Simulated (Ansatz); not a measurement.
Take BN in the zinc blende structure (space group F-43m, No. 216; a = 3.6097 Å) as the base.

Level of theory: DFT with r2SCAN, PAW potentials and a 500 eV plane-wave cutoff in Ansatz (an electronic-structure program), scalar-relativistic without spin-orbit coupling.

Base values:

* **Band gap**: 5.00 eV
* **Electron mass**: 0.87 mₑ along k, 0.29 mₑ across (at X)
* **Smallest direct gap**: 9.59 eV
* **Volume per atom**: 5.88 Å³

Now apply this change: cell and atoms relaxed at a pressure of 15 GPa.

Question: What happens to the band gap, electron mass, smallest direct gap and volume per atom?

Answer: The band gap grows by 0.05 eV, from 5.00 eV to 5.05 eV; the electron mass changes from 0.87 mₑ along k, 0.29 mₑ across (at X) to 0.86 mₑ along k, 0.29 mₑ across (at X); the smallest direct gap goes up by 0.18 eV, from 9.59 eV to 9.77 eV; the volume per atom decreases by 0.21 Å³, from 5.88 Å³ to 5.67 Å³.

Load acts through the strain it causes; cell and atoms are relaxed under it. Masses are band curvatures over ±0.01 Å⁻¹ around the edge. Along k means along the line from Γ to the band edge. No phonon test of stability was made. Competing high-pressure phases were not computed.
